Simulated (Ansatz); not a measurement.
**BAs, response to strain**

Base system: BAs in the zinc blende structure (space group F-43m, No. 216).

```xyz
2
Lattice="0.0000 2.3839 2.3839 2.3839 0.0000 2.3839 2.3839 2.3839 0.0000" Properties=species:S:1:pos:R:3 pbc="T T T"
B      0.0000     0.0000     0.0000
As     1.1920     1.1920     1.1920
```

Cartesian axes are those of the cell as printed.

Strains are applied to the cell and any free atomic positions relax; under biaxial strain the out-of-plane vector relaxes too.

Method: PBEsol (Ansatz, a first-principles code), no spin-orbit coupling.

Notes on the quantities. energy relative to the base: free energy F.

```json
[
 {"biaxial strain, plane normal [001], relaxed out of plane (%)": "-3", "energy relative to the base (meV/atom)": "25.4"},
 {"biaxial strain, plane normal [001], relaxed out of plane (%)": "-2.5", "energy relative to the base (meV/atom)": "17.4"},
 {"biaxial strain, plane normal [001], relaxed out of plane (%)": "-2", "energy relative to the base (meV/atom)": "?"},
 {"biaxial strain, plane normal [001], relaxed out of plane (%)": "-1.5", "energy relative to the base (meV/atom)": "6.1"},
 {"biaxial strain, plane normal [001], relaxed out of plane (%)": "-1", "energy relative to the base (meV/atom)": "2.7"},
 {"biaxial strain, plane normal [001], relaxed out of plane (%)": "-0.5", "energy relative to the base (meV/atom)": "0.7"},
 {"biaxial strain, plane normal [001], relaxed out of plane (%)": "0", "energy relative to the base (meV/atom)": "0.0"}
]
```

**Question.** Fit ΔE = Aε² + Bε³ (ε in %) to the rows shown and predict the withheld row.

**Answer.** Least squares on the printed values gives A = 2.61 and B = -0.071 meV/atom (largest residual 0.0 meV/atom); this predicts 11.0 meV/atom, and the run gives 11.0 meV/atom, in agreement.

Stability against distortions was not tested.
